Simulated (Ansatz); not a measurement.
A zone-centre phonon calculation of NbC (Fm-3m, 2 atoms in the cell) with Ansatz (a quantum-chemistry and plane-wave program).

Level of theory: PBE (plane waves, PAW; Ansatz).

```yaml
crystal:
  lattice:
    - [0.00000, 2.22632, 2.22632]
    - [2.22632, 0.00000, 2.22632]
    - [2.22632, 2.22632, 0.00000]
  atoms:
    - { symbol: Nb, position: [0.00000, 0.00000, 0.00000] }
    - { symbol: C, position: [0.50000, 0.50000, 0.50000] }
```

Reference input (self-consistent single point, DFT, PBE, plane waves, default PAW files): basis.ecutwfc = 420 eV; kpoints.mp_grid.grid = 10 10 10; hamiltonian.xc = pbe; hamiltonian.pseudopotentials = {kind: paw} (the program's default PAW files); scf.occupations.method = gaussian; scf.occupations.width = 0.1 eV. This run's input differs from it in these lines:

```diff
@@ -21,6 +21,4 @@
     width: 0.1
-output:
-  forces: true
-  eigenvalues: true
-  stress: true
+phonons:
+  method: dfpt
```

Log, with long lists cut:

```
SCF iter   1: F=—  HF=-4804.318912 eV  |F-HF|=—  |Δ(HF+E_count)|=         —  Δρ=4.52e-3  dr2=5.59e-3  ethr=1.77e-3  ⟨swp⟩=5.1  Hψ=15683  notcnv=0  defer=25
all-band conjugate gradients solve this SCF's bands
automatic band count: the SCF goes on with 17 bands, as 13 were too few: they end inside the smearing window of the response
preconditioner: auto → none
   [... lines left out ...]
SCF iter   4: F=—  HF=-4804.317646 eV  |F-HF|=—  |Δ(HF+E_count)|=   8.66e-7  Δρ=2.96e-5  dr2=1.18e-7  ethr=8.98e-9  ⟨swp⟩=2.0  Hψ=2169  notcnv=0  defer=30
SCF iter   5: F=—  HF=-4804.317646 eV  |F-HF|=—  |Δ(HF+E_count)|=   1.43e-8  Δρ=7.13e-6  dr2=5.77e-9  ethr=6.93e-10  ⟨swp⟩=2.3  Hψ=2212  notcnv=0  defer=30
SCF iter   6: F=—  HF=-4804.317646 eV  |F-HF|=—  |Δ(HF+E_count)|=   3.50e-9  Δρ=9.05e-7  dr2=1.38e-10  ethr=3.40e-11  ⟨swp⟩=2.1  Hψ=1801  notcnv=0  defer=30
SCF iter   7: F=-4804.317646 eV  HF=-4804.317646 eV  |F-HF|=1.82e-12  |Δ(HF+E_count)|=  4.55e-12  Δρ=5.67e-8  dr2=5.35e-13  ethr=1.00e-12  ⟨swp⟩=8.4  Hψ=7759  notcnv=0
SCF 1 converged in 7 iterations: F = -4804.317646 eV  dr2 = 5.35e-13
DFPT response loops at Γ: preconditioner auto → Kerker (q_TF=auto, 2.612 Å⁻¹) (partly filled bands, converged f_vac=0.000) …
Free energy (F): -4804.317646 eV
Internal energy: -4804.316094 eV  (E = F + TS)
E sigma→0 (E₀):  -4804.316870 eV
Entropy (-TS):   -0.001552 eV (-0.776 meV/atom)
Fermi energy:    18.944794 eV
--- Phonons (Γ-DFPT): 2 representative perturbations + reference, on 102 of 1000 k-points (Σ response iterations 6) ---
  k mesh reduced under 8 symmetry operations, with k and −k counted as one. Each operation leaves every solved perturbation unchanged …
  ASR residual: 3.022e-5 → 0.000e0 eV/Å²; symmetrization residual: 1.885e-6 eV/Å²
  ASR residual per site (eV/Å²): 2.50e-6 3.02e-5
  Γ frequencies (cm⁻¹): 0.00 0.00 0.00 543.21 543.21 543.21
  non-analytic LO–TO correction: not included (Born effective charges unavailable; polar crystals: no LO–TO splitting at Γ)
```

The run converged in 7 iterations. 

Summary of the result:
* **Free energy E − TS (on the zero of these files)**: -4804.3176 eV
* **Fermi level (on the code's own zero)**: 18.94 eV
* **Zone-centre frequencies (cm⁻¹; negative means imaginary)**: 0, 0, 0, 543, 543, 543

The starting cell comes from a database of computed structures (which also holds hypothetical and non-ambient phases and stackings), without a prior relaxation at this level. Its lattice was rescaled by a random factor within 2.5 % of one. Spin polarisation is off.

Keys are those of Ansatz 0.2.
